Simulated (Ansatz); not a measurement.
# What uniaxial strain ε_zz = −2.50 % does to ZnS

Start from ZnS in the zinc blende structure (space group F-43m, No. 216; a = 5.297 Å). Axes: x, y, z lie along the cube axes.

One thing is altered: uniaxial strain ε_zz = −2.50 %, all other strain components held at zero, atoms relaxed at fixed cell.

Method: plane-wave PAW DFT at the LDA level (Ansatz, a program for electronic structure, 420 eV), without spin-orbit coupling. k-mesh 11×11×11 (Γ-centred); smearing 0.05 eV (Fermi–Dirac).

- Volume per atom: 18.11 Å³ (base 18.58 Å³)
- Space group: I-4m2 (No. 119) (base F-43m (No. 216))
- Shortest interatomic distance: 2.275 Å (base 2.294 Å)
- Energy relative to the base (free energy F): +4.3 meV/atom
- Pressure (mean of the normal stresses, compression positive): 2.29 GPa (base -0.01 GPa)
- Band gap: 2.18 eV (base 2.13 eV)
- Gap character: direct at Γ (base direct at Γ)
- Electron mass: 0.17 mₑ (at Γ) (base 0.17 mₑ (at Γ))
- Hole mass: 0.19 mₑ along z, 0.60 mₑ across (at Γ)
- Valence-band top at Γ (three highest levels, from the VBM): 0.00, -0.09, -0.09 eV (base 0.00, 0.00, 0.00 eV)
- Stress (xx, yy, zz, yz, xz, xy; compression positive): (1.93, 1.93, 3.00, 0.00, 0.00, 0.00) GPa

Effective masses come from finite differences of ±0.01 Å⁻¹. No phonon test of stability was made. k-point labels follow each cell's own Brillouin zone.
